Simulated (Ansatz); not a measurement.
A zone-centre phonon calculation of CaSiAu (P-6m2, 3 atoms in the cell) with Ansatz (a first-principles code).

Method of the run: LDA (PW92), default PAW files made with PBE (plane waves; Ansatz).

```
CaSiAu
1.0
    4.30595     0.00000     0.00000
   -2.15298     3.72906     0.00000
    0.00000     0.00000     3.92279
Ca Si Au
1 1 1
Cartesian
  0.00000   0.00000   0.00000
  2.15298   1.24302   1.96139
  0.00000   2.48604   1.96139
```

Reference input (self-consistent single point, DFT, LDA (PW92), plane waves, default PAW files made with PBE): basis.ecutwfc = 420 eV; kpoints.mp_grid.grid = 9 9 9; hamiltonian.xc = lda; hamiltonian.pseudopotentials = {kind: paw} (the program's default PAW files); scf.occupations.method = fermi_dirac; scf.occupations.width = 0.1 eV. This run's input differs from it in these lines:

Ansatz 0.2 input:
```diff
@@ -10,3 +10,3 @@
 basis:
-  ecutwfc: 420.0
+  ecutwfc: 355.0
 kpoints:
@@ -22,6 +22,4 @@
     width: 0.1
-output:
-  forces: true
-  eigenvalues: true
-  stress: true
+phonons:
+  method: dfpt
```

Output (repeated stretches shortened):

```
SCF iter   1: F=—  HF=-15248.383055 eV  |F-HF|=—  |Δ(HF+E_count)|=         —  Δρ=5.09e-3  dr2=1.06e-2  ethr=1.77e-3  ⟨swp⟩=6.6  Hψ=13868  notcnv=0
all-band conjugate gradients solve this SCF's bands
preconditioner: auto → Kerker (q_TF=auto, 2.450 Å⁻¹)
SCF iter   2: F=—  HF=-15248.381807 eV  |F-HF|=—  |Δ(HF+E_count)|=   1.25e-3  Δρ=2.92e-3  dr2=4.38e-3  ethr=3.21e-5  ⟨swp⟩=1.6  Hψ=3752  notcnv=0
   [... lines left out ...]
SCF iter   7: F=—  HF=-15248.380975 eV  |F-HF|=—  |Δ(HF+E_count)|=   4.33e-6  Δρ=6.08e-6  dr2=3.70e-8  ethr=1.74e-9  ⟨swp⟩=2.0  Hψ=3689  notcnv=0
SCF iter   8: F=—  HF=-15248.380975 eV  |F-HF|=—  |Δ(HF+E_count)|=   5.75e-9  Δρ=1.18e-6  dr2=1.77e-9  ethr=1.12e-10  ⟨swp⟩=2.2  Hψ=3633  notcnv=0
SCF iter   9: F=—  HF=-15248.380975 eV  |F-HF|=—  |Δ(HF+E_count)|=  2.95e-10  Δρ=2.51e-7  dr2=5.11e-11  ethr=5.37e-12  ⟨swp⟩=2.0  Hψ=3417  notcnv=0
SCF iter  10: F=-15248.380975 eV  HF=-15248.380975 eV  |F-HF|=1.82e-12  |Δ(HF+E_count)|=  3.64e-12  Δρ=5.12e-8  dr2=1.85e-12  ethr=1.00e-12  ⟨swp⟩=5.7  Hψ=10956  notcnv=0
SCF 1 converged in 10 iterations: F = -15248.380975 eV  dr2 = 1.85e-12
DFPT response loops at Γ: preconditioner auto → Kerker (q_TF=auto, 2.450 Å⁻¹) (partly filled bands, converged f_vac=0.000) …
Free energy (F): -15248.380975 eV
Internal energy: -15248.331680 eV  (E = F + TS)
E sigma→0 (E₀):  -15248.356328 eV
Entropy (-TS):   -0.049295 eV (-16.432 meV/atom)
Fermi energy:    10.967497 eV
--- Phonons (Γ-DFPT): 6 representative perturbations + reference, on 125 of 729 k-points (Σ response iterations 18) ---
  k mesh reduced under 4 symmetry operations, with k and −k counted as one. Each operation leaves every solved displacement unchanged or reverses it
  ASR residual: 1.481e-4 → 0.000e0 eV/Å²; symmetrization residual: 7.900e-6 eV/Å²
  ASR residual per site (eV/Å²): 1.48e-4 3.55e-5 5.45e-5
  Γ frequencies (cm⁻¹): 0.00 0.00 0.00 132.08 147.74 147.74 207.08 282.56 282.56
  non-analytic LO–TO correction: not included (Born effective charges unavailable; polar crystals: no LO–TO splitting at Γ)
```

The run converged in 10 iterations. 

Summary of the result:
```
Property                                                                                  Value
--------------------------------------------------------  -------------------------------------
Free energy E − TS (on the zero of these files)                                  -15248.3810 eV
Fermi level (on the code's own zero)                                                   10.97 eV
Zone-centre frequencies (cm⁻¹; negative means imaginary)  0, 0, 0, 132, 148, 148, 207, 283, 283
```

The starting cell comes from a database of computed structures (which also holds hypothetical and non-ambient phases and stackings), without a prior relaxation at this level. Its lattice was rescaled by up to half a per cent. The cutoff lies below the one recommended for these files.

Cost on one core of a shared machine: roughly 90 s.
